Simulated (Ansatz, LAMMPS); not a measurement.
Si well of 16 atomic layers along [001] in random Si0.8Ge0.2, 5 % Ge through the well

Cell 16.58 × 16.58 × 55.01 Å, Si615Ge105, 720 atoms. Prepared with Tersoff's 1989 multicomponent potential (SiCGe.tersoff) (LAMMPS): minimisation. 

Level of theory: PBE, support functions at accuracy medium on the grid of 370 eV (norm-conserving potentials; Ansatz, a program for electronic structure).

Basis: localised support functions (accuracy medium) on a full density matrix. k-points: zone centre alone; occupations: Fermi-Dirac, 0.010 eV; spin polarisation not allowed. No spin-orbit coupling.

```
Quantity                                                                                                    Value
----------------------------------------------  -----------------------------------------------------------------
Kohn-Sham gap of the cell on its k-mesh                                                                   0.48 eV
weight of the highest filled level on the well                                                               0.34
weight of the lowest empty level on the well                                                                 0.91
coordination (neighbours within 2.850 Å)                                                           100.0 % 4-fold
Ge-Ge bonds, mean ± spread                                                                        2.465 ± 0.006 Å
Ge-Si bonds, mean ± spread                                                                        2.419 ± 0.006 Å
Si-Si bonds, mean ± spread                                                                        2.378 ± 0.005 Å
bond angles, mean ± spread                                                                          109.5° ± 0.9°
pressure                                                                                                -0.61 GPa
cost of the final run                           about 40 core-minutes (a rough figure), 16 SCF iterations, 15 GiB
```
